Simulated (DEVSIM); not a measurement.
Device: Schottky contact on n-type Si, at 400 K.

Layer 1 from the left is Si, thickness (μm) 9.30, Nd (cm⁻³) 3.6e16, τn (s) 0.0002, τp (s) 0.0002.

Left contact: Schottky, work function 4.55 eV, emission velocity 2.6e6 cm/s. Right contact: ohmic. Voltage is applied to the left contact. Recombination: SRH at mid-gap. Mobility is μmin + (μ − μmin)/(1 + (N/Nref)^α).

The device is made up for the run: typed textbook-type constants, with dimensions and the other settings drawn at random. Values at 300 K; Nc and Nv go as T^1.5, mobilities as T to minus their exponent, the gap by Varshni's rule with the affinity fixed.

Si: gap (eV) 1.124, affinity (eV) 4.05, permittivity 11.7, Nc (cm⁻³) 2.86e19, Nv (cm⁻³) 3.1e19, μn (cm²/Vs) 1417, μp (cm²/Vs) 470, μn,min 52, μp,min 45, Nref,n 9.7e16, Nref,p 2.2e17, αn 0.68, αp 0.72, T exponent of μn 2.3, T exponent of μp 2.2, Varshni α (eV/K) 0.000473, Varshni β (K) 636.

Q: Estimate by hand the built-in potential, the peak field at zero bias, the capacitance at -0.6 V, and compare with a numerical solution.

A: 
- Built-in potential: barrier φB = 0.500 eV; Vbi = φB − kT/q ln(N_band/N) = 0.255 V; numerical 0.255 V.
- Peak field at zero bias: depletion approximation: W = √(2εVbi/(qN)) = 0.0957 μm with N = 3.60e16 cm⁻³; field = 2Vbi/W = 53300 V/cm; numerical 49300 V/cm (estimate above by 8.1 %).
- Capacitance at -0.6 V: C = √(qεN / 2(Vbi + |V|)) = 59.1 nF/cm²; numerical 60.4 nF/cm² (estimate below by 2.2 %).

Simulated with DEVSIM: 1D drift-diffusion, Boltzmann statistics, complete ionisation; no tunnelling, impact ionisation, image-force lowering or self-heating. Metal contacts follow the ideal Schottky-Mott rule: no Fermi-level pinning, no interface dipoles.
